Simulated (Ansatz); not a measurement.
System: GeSiO3 (model structure, started from the PbTiO3 type, P4mm, No. 99, 5 atoms in the cell). Method: r²SCAN (PAW; Ansatz, a first-principles code).

Settings: plane-wave cutoff 560 eV, 10×10×8 k mesh (along the axes of the cell as run), Fermi–Dirac smearing 0.01 eV, scalar-relativistic PAW data made under PBE.

Cell (relaxed at this level):

```cif
data_GeO3Si
_chemical_formula_sum 'Si1 Ge1 O3'
_space_group_name_H-M_alt 'P4mm'
_space_group_IT_number 99
_space_group_name_Hall 'P 4 -2'
_cell_length_a 3.41083
_cell_length_b 3.41083
_cell_length_c 4.42802
_cell_angle_alpha 90.000
_cell_angle_beta 90.000
_cell_angle_gamma 90.000
loop_
_atom_site_label
_atom_site_type_symbol
_atom_site_symmetry_multiplicity
_atom_site_Wyckoff_symbol
_atom_site_fract_x
_atom_site_fract_y
_atom_site_fract_z
_atom_site_occupancy
Si1 Si 1 b 0.50000 0.50000 0.60428 1
Ge1 Ge 1 a 0.00000 0.00000 0.15625 1
O1 O 2 c 0.00000 0.50000 0.48172 1
O2 O 1 b 0.50000 0.50000 0.96622 1
```

### Question
Estimate the band gap, direct gap at Γ and bulk modulus B0 that the calculation returns.

### Answer

band gap: 2.26 eV (on the SCF k mesh)
direct gap at Γ: 5.50 eV
bulk modulus B0: 110 GPa

Note: the bulk modulus is −V dP/dV from two relaxed cells at ±2 % in volume; the relaxation could raise the start's symmetry but not lower it, so the cell can be a saddle point.

Spin–orbit coupling is not included.

Computed values are for the static lattice.

Computing time: around 5 core-minutes (rough).

A model structure was made by putting elements into a prototype or built by hand; it is no filed structure, need not be a known phase, and can be a saddle point held by its symmetry.
